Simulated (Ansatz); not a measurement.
**Fermi-surface data of Nb (Im-3m)**

Input:

```
CELL_PARAMETERS angstrom
     -1.63033     1.63033     1.63033
      1.63033    -1.63033     1.63033
      1.63033     1.63033    -1.63033
ATOMIC_POSITIONS crystal
  Nb 0.00000 0.00000 0.00000
```

Computed with PBEsol, rigid bands (plane waves, PAW, scalar-relativistic; Ansatz, a quantum-chemistry and plane-wave program). Condition of this run: hydrostatic pressure 2 GPa (the target of the relaxation). Cell: cell and atoms relaxed with PBEsol, then loaded as said.

```json
{
 "density of states at the Fermi level": "1.40 states/(eV·cell), both spins",
 "bare Sommerfeld coefficient": "3.3 mJ/(mol of atoms·K²)",
 "drude_plasma_energy": "9.5 eV",
 "root-mean-square Fermi velocity": "6.5e5 m/s",
 "resistivity times τ": "5.4 ×10⁻²² Ω·m·s",
 "resistivity_times_mean_free_path": "3.8 ×10⁻¹⁶ Ω·m²"
}
```

A metal at this level (no band gap); rigid bands, thermally averaged at 300 K, both spins. Spin-orbit coupling is left out. τ is one relaxation time for all states; the product of resistivity and mean free path takes one path for all states instead.
